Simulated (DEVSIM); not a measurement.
System: abrupt GaAs n-p junction, at 400 K.

| layer (left to right) | material | thickness (μm) | Nd (cm⁻³) | Na (cm⁻³) | τn (s) | τp (s) |
|---|---|---|---|---|---|---|
| 1 | GaAs | 18.0 | 3e17 | - | 1.8e-8 | 1.8e-8 |
| 2 | GaAs | 290 | - | 2.4e17 | 1.8e-8 | 1.8e-8 |

Left contact: ohmic. Right contact: ohmic. Voltage is applied to the left contact. Recombination: SRH at mid-gap. Mobility is constant in doping.

The device is made up for the run: typed textbook-type constants, with dimensions and the other settings drawn at random. Values at 300 K; Nc and Nv go as T^1.5, mobilities as T to minus their exponent, the gap by Varshni's rule with the affinity fixed.

```csv
parameter,GaAs
gap (eV),1.424
affinity (eV),4.07
permittivity,12.9
Nc (cm⁻³),4.7e17
Nv (cm⁻³),9e18
μn (cm²/Vs),8500
μp (cm²/Vs),400
T exponent of μn,2.1
T exponent of μp,2.2
Varshni α (eV/K),0.000541
Varshni β (K),204
```

Model (solved in DEVSIM): 1D drift-diffusion, Boltzmann statistics, complete ionisation; no tunnelling, impact ionisation, image-force lowering or self-heating.

The minority lifetime in layer 2 was swept, all else fixed.

```
minority lifetime in layer 2 (s)  dark forward voltage at 100 A/cm² (V)  dark forward voltage at 1 A/cm² (V)
--------------------------------  -------------------------------------  -----------------------------------
5.4e-10                                                           1.368                                0.857
1.8e-9                                                            1.384                                0.878
5.4e-9                                                            1.395                                0.896
1.8e-8                                                            1.401                                0.915
5.4e-8                                                            1.394                                0.930
1.8e-7                                                            1.363                                0.944
5.4e-7                                                            1.320                                0.955
```

From the first row to the last the dark forward voltage at 100 A/cm² goes from 1.368 to 1.320. From the first row to the last the dark forward voltage at 1 A/cm² goes from 0.857 to 0.955.
